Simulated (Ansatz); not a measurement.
1T (CdI2-type) CaI2

The numbers are results of PBE0 in Ansatz (PAW), not measurements.

Run with plane-wave cutoff 460 eV, 6×6×4 k mesh (along the axes of the cell as run), Fermi–Dirac smearing 0.01 eV, scalar-relativistic PAW data made under PBE.

Cell (measured lattice):

```cif
data_CaI2
_chemical_formula_sum 'Ca1 I2'
_space_group_name_H-M_alt 'P 1'
_space_group_IT_number 1
_cell_length_a 4.48000
_cell_length_b 4.48000
_cell_length_c 6.96000
_cell_angle_alpha 90.000
_cell_angle_beta 90.000
_cell_angle_gamma 120.000
loop_
_space_group_symop_operation_xyz
  'x, y, z'
loop_
_atom_site_label
_atom_site_type_symbol
_atom_site_fract_x
_atom_site_fract_y
_atom_site_fract_z
_atom_site_occupancy
Ca1 Ca 0.00000 0.00000 0.00000 1
I1 I 0.33333 0.66667 0.25000 1
I2 I 0.66667 0.33333 0.75000 1
```

```yaml
band_gap: 5.29 eV (on the SCF k mesh)
smallest_direct_gap_on_the_k_points_sampled: 5.89 eV
```

Note: cell and atoms aren't relaxed at this level (largest force component 0.06 eV/Å, pressure 1.0 GPa).

Spin–orbit coupling is not included; with these elements it can move the gap by several tenths of an eV or more.

Computed values are for the static lattice.

Cost on a shared machine: roughly 2.7 core-minutes.

Ansatz is an electronic-structure program.
